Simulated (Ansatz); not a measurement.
Response to strain in ZnCu

Start from ZnCu in the CsCl type structure (space group Pm-3m, No. 221; relaxed with 0.1 eV smearing).

```
ZnCu
1.0
    2.96420     0.00000     0.00000
    0.00000     2.96420     0.00000
    0.00000     0.00000     2.96420
Zn Cu
1 1
Cartesian
  1.48210   1.48210   1.48210
  0.00000   0.00000   0.00000
```

Strains are applied to the cell and any free atomic positions relax.

Level of theory: PBE (Ansatz, a quantum-chemistry and plane-wave program), no spin-orbit coupling.

Notes on the quantities. energy relative to the base: free energy F.

| case | energy relative to the base | shortest interatomic distance | pressure |
|---|---|---|---|
| base | 0 meV/atom | 2.567 Å | 0.0 GPa |
| isotropic strain −2.00 % | +18 meV/atom | 2.516 Å | 8.1 GPa |
| isotropic strain −1.50 % | +10 meV/atom | 2.529 Å | 5.8 GPa |
| isotropic strain −1.00 % | +4.4 meV/atom | 2.541 Å | 3.7 GPa |
| isotropic strain +0.50 % | +1.0 meV/atom | 2.580 Å | -1.7 GPa |
| isotropic strain +1.00 % | +4.0 meV/atom | 2.593 Å | -3.2 GPa |
| isotropic strain +1.50 % | +8.9 meV/atom | 2.606 Å | -4.6 GPa |
| isotropic strain +2.00 % | +15 meV/atom | 2.618 Å | -5.9 GPa |
| isotropic strain +2.50 % | +24 meV/atom | 2.631 Å | -7.0 GPa |
| isotropic strain +3.00 % | +34 meV/atom | 2.644 Å | -8.1 GPa |

Whether these cells are dynamically stable was not tested. All final runs are without spin polarisation.
